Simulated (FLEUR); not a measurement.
Input and output of a self-consistent single point for Sc3SnB (Pm-3m, 5 atoms in the cell) (FLEUR).

Computed with FLEUR with LDA (Perdew-Zunger), all-electron FLAPW (FLEUR), scalar-relativistic valence.

The change in words: lattice scaled by 0.98. Reference geometry:
```yaml
crystal:
  lattice:
    - [4.66421, 0.00000, 0.00000]
    - [0.00000, 4.66421, 0.00000]
    - [0.00000, 0.00000, 4.66421]
  atoms:
    - { symbol: Sc, position: [0.50000, 0.00000, 0.50000] }
    - { symbol: Sc, position: [0.00000, 0.50000, 0.50000] }
    - { symbol: Sc, position: [0.50000, 0.50000, 0.00000] }
    - { symbol: Sn, position: [0.00000, 0.00000, 0.00000] }
    - { symbol: B, position: [0.50000, 0.50000, 0.50000] }
```

Reference input (self-consistent single point, DFT, LDA (Perdew-Zunger), all-electron FLAPW (FLEUR), scalar-relativistic valence): Kmax = 4.1 1/bohr; GmaxXC = 16.4 1/bohr; xcFunctional = pz; jspins = 1; l_soc = F; mode = hist; fermiSmearingEnergy = 0.00367493 Htr; mesh (inpgen div1-3) = 6 6 6; inpgen gamma flag = true; Gmax = 16.4 1/bohr; numbands = 0; maxIterBroyd = 99. This run's input differs from it in these lines:

```diff
@@ -6,3 +6,3 @@
 0.0000000000 0.0000000000 1.0000000000
-8.8140775980
+8.6377963862
 1.0 1.0 1.0
@@ -47,5 +47,5 @@
          <bravaisMatrix>
-            <row-1>    8.8140775980000008     0.0000000000000000     0.0000000000000000</row-1>
-            <row-2>    0.0000000000000000     8.8140775980000008     0.0000000000000000</row-2>
-            <row-3>    0.0000000000000000     0.0000000000000000     8.8140775980000008</row-3>
+            <row-1>    8.6377963861999998     0.0000000000000000     0.0000000000000000</row-1>
+            <row-2>    0.0000000000000000     8.6377963861999998     0.0000000000000000</row-2>
+            <row-3>    0.0000000000000000     0.0000000000000000     8.6377963861999998</row-3>
          </bravaisMatrix>
```

Output, abridged:

```
 Iteration:     1   Distance:      15.21188415 me/bohr^3
 Iteration:     2   Distance:      12.85816978 me/bohr^3
 Iteration:     3   Distance:       4.53336721 me/bohr^3
 Iteration:     4   Distance:       4.17784150 me/bohr^3
 Iteration:     5   Distance:       0.80473779 me/bohr^3
   [... 8 lines left out ...]
 Iteration:    14   Distance:       0.00044539 me/bohr^3
 Iteration:    15   Distance:       0.00009490 me/bohr^3
 Iteration:    16   Distance:       0.00003714 me/bohr^3
 Iteration:    17   Distance:       0.00000352 me/bohr^3
 Run finished successfully
 Stop message:
   Structural relaxation: Done

[file out, last iteration]
             iter=     18
[...]
          total density-effective poten   -1.3896773960E+04
          total charge density-energy d   -2.7593252622E+02
 Updated energy parameters for spin:           1
[...]
 fermi energy and band-weighting factors:

[...]
FERMIE:
          first approx. to ef    (T=0)  :   0.283042 htr   (energy of the highest occ. eigenvalue)
          number of occ. states  (T=0)  :        502
          first approx. to seigv (T=0)  : -23.899350 htr
          sum of weights of occ. states :  25.009259
          sum of semicore charge        :   0.000000 e
FERHIS:  Fermi-Energy by histogram:
          bandgap                     :   0.000222 htr
   [... lines left out ...]
          charge neutrality (T=0)     :   0.018519    (zero if the highest occ. eigenvalue is "entirely" occupied)
     EF_NEWTON:  Adjust Fermi-Energy by Newton-Method.
 Direct bandgap for spin            1 :    8.4888521111702309E-003  Htr
 ---->    free energy=                     -8486.0985682237 htr
   [... lines left out ...]
 TOTAL FORCE FOR ATOM TYPE=  1  X=  4.319   Y=  0.000   Z=  4.319
                       FX_TOT= 0.000000 FY_TOT= 0.000000 FZ_TOT= 0.000000
 TOTAL FORCE FOR ATOM TYPE=  2  X=  0.000   Y=  0.000   Z=  0.000
                       FX_TOT= 0.000000 FY_TOT= 0.000000 FZ_TOT= 0.000000
 TOTAL FORCE FOR ATOM TYPE=  3  X=  4.319   Y=  4.319   Z=  4.319
                       FX_TOT= 0.000000 FY_TOT= 0.000000 FZ_TOT= 0.000000
 Structural relaxation: Done
```

The run converged in 17 iterations. FLEUR gives forces in its relaxation mode, with a further iteration, so its stop message speaks of a relaxation. Against the reference run the free energy falls by 26.0 meV/atom.

The starting cell comes from a database of computed structures (which also holds hypothetical and non-ambient phases and stackings), without a prior relaxation at this level. Its lattice was rescaled by a random factor within 2.5 % of one. For this run, on top of that: lattice scaled by 0.98. Values depend on the basis (sphere radii, cutoffs, local orbitals), which need not be converged. The log's line on a gap gives a spacing of levels on this mesh, which the program prints for metals too.

Cost on one core of a shared machine: roughly 3 min.
